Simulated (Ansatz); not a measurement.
## Effective masses and thermopower of Si (Fd-3m)

Given:

```
CELL_PARAMETERS angstrom
      0.00000     2.71679     2.71679
      2.71679     0.00000     2.71679
      2.71679     2.71679     0.00000
ATOMIC_POSITIONS crystal
  Si 0.25000 0.25000 0.25000
  Si 0.00000 0.00000 0.00000
```

These are HSE06 with spin-orbit coupling, rigid bands (plane waves, PAW; Ansatz, a program for electronic structure) values and carry that method's errors. Cell: cell and atoms relaxed with PBEsol.

```
Quantity                                                                                                                                                        Value
---------------------------------------------------------------------------------------------------------------------------------------  ----------------------------
band gap                                                                                                                                                      1.12 eV
electron conductivity mass (300 K, dilute)                                                                                                                    0.27 mₑ
hole conductivity mass (300 K, dilute)                                                                                                                        0.36 mₑ
effective density of states N_c (300 K)                                                                                                                   2.9e19 cm⁻³
effective density of states N_v (300 K)                                                                                                                   2.0e19 cm⁻³
density-of-states mass, electrons                                                                                                                             1.10 mₑ
density-of-states mass, holes                                                                                                                                 0.87 mₑ
Seebeck coefficient, n-type 1e19 cm⁻³, 300 K                                                                                                                -304 μV/K
best n-type power factor at 300 K for τ = 10 fs (best axis; densities from 1e16 to 1e21 cm⁻³ tried, whether or not they can be reached)  16.3 μW/(cm·K²) at 1e20 cm⁻³
Seebeck coefficient, p-type 1e19 cm⁻³, 300 K                                                                                                                 312 μV/K
best p-type power factor at 300 K for τ = 10 fs (best axis; densities from 1e16 to 1e21 cm⁻³ tried, whether or not they can be reached)  15.3 μW/(cm·K²) at 1e20 cm⁻³
```

Rigid bands; masses and Seebeck coefficients take one relaxation time τ for all states and one kind of carrier; polarons and phonon drag are left out. Geometry: cell and atoms relaxed with PBEsol.
